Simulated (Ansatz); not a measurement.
## Surface dipole against coverage: Na on fcc Ir (111)

One Na atom in each cell of a four-layer slab of fcc Ir (111), started at a threefold hollow (fcc) site; the adatom and the upper two layers relax, with a dipole correction. Δφ is the change of the top face's work function against the clean slab's 5.48 eV. By the Helmholtz relation an adatom's dipole is μ = |Δφ|/(0.377 eV × n) in debye, for n adatoms per nm². In Topping's model neighbouring dipoles depolarise each other, so that 1/μ = (1 + 9α·n^(3/2))/μ0 is a line in x = n^(3/2). All values below come from PBE (plane waves to 420 eV, PAW; Ansatz, a program for electronic structure). All cells sample the k points of the 1×1 cell's 12×12×1 mesh, with Fermi-Dirac smearing of 0.1 eV (energies taken to zero smearing), without spin polarisation or spin-orbit coupling.

```
cell  x (nm⁻³)  1/μ (1/D)  n (nm⁻²)  Δφ (eV)
----  --------  ---------  --------  -------
4×3       1.45      0.245      1.28    -1.97
3×3       2.24      0.259      1.71    -2.49
4×2       2.68      0.273      1.93    -2.66
3×2       4.12      0.294      2.57    -3.29
2×2       7.55          ?      3.85        ?
```

Task: Fit 1/μ against x with a straight line, and predict the withheld value at x = 7.55.

Result: With u = x - 2.6, the rows have u = -1.1500, -0.3600, 0.0800, 1.5200. Means: u 0.022500, 1/μ 0.2677. About the means, the sum of products is 0.069632 and the sum of squares of u is 3.7669; the slope is their ratio. Least squares gives 1/μ = 0.2673 + 0.01849·u. Residuals (row less fit): -0.0010, -0.0016, 0.0042, -0.0014; standard error 0.0034 (degrees of freedom: 2). At x = 0 the line gives 1/μ0 = 0.219, so a lone adatom carries about 4.6 D, its positive end outward; slope over intercept is 9α, which puts α at roughly 9.4 Å³, a figure that hangs on Δφ's last digit. At the withheld row, u = 4.9500, so 1/μ = 0.2673 + 0.01849 × 4.9500 = 0.3588 1/D. The calculation gives 0.368 1/D, 0.0092 1/D above the prediction (7.5 % of the range of 1/μ in the table). The row lies outside the fitted rows, so this is an extrapolation.

The model takes a square or triangular net of point dipoles; the 4×2, 3×2 and 4×3 nets are stretched, and dense layers bond among themselves. Only series are tabulated where Δφ keeps its sign and exceeds 0.12 eV, and the fitted rows scatter about the line by under a tenth of the table's range (standard error).

As a change of work function, the prediction is 0.377 × 3.85/0.359 = 4.04 eV in size, against 3.94 eV from the run.

Each row is one calculation, so residuals can be the form's limits or numerical noise.
